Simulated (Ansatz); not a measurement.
The (10-10) face of hcp Zr can be cut between different planes. Symmetric, stoichiometric slabs relaxed in the 1x1 cell (16.7 Å²): top plane Zr, 0.93 Å over the next in the ideal cut; top plane Zr, 1.87 Å over the next in the ideal cut.

The numbers are results of PBE (plane waves to 420 eV, PAW; Ansatz, an electronic-structure program), not measurements.

Q: Rank these by surface energy (lowest first), as PBE gives it.

A: the cut with an outer spacing of 0.93 Å (1.67 J/m²), the cut with an outer spacing of 1.87 Å (1.92 J/m²)
